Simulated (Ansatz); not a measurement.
Given:

```
CELL_PARAMETERS angstrom
      4.86008     0.00000     0.00000
      0.00000     4.86008     0.00000
      0.00000     0.00000     4.86008
ATOMIC_POSITIONS crystal
  Sb 0.00000 0.00000 0.00000
  Cu 0.50000 0.00000 0.00000
  Cu 0.00000 0.00000 0.50000
  Cu 0.00000 0.50000 0.00000
```

A single point on Cu3N with a change (N → Sb), its geometry relaxed with PBEsol.

Method: PBEsol in Ansatz (plane waves to 420 eV, PAW, noncollinear with spin-orbit coupling). Γ-centred 10×10×10 mesh, Fermi–Dirac width 0.05 eV.

### Question
Predict the gap character and band gap.

### Answer
The gap character is direct at M and the band gap comes out as 0.97 eV.

Single points use the geometry relaxed with PBEsol. No phonon test of stability was made. The cell was made from Cu3N by this change: N → Sb; the result is a model cell, its experimental status unchecked.

Ansatz is an electronic-structure program.
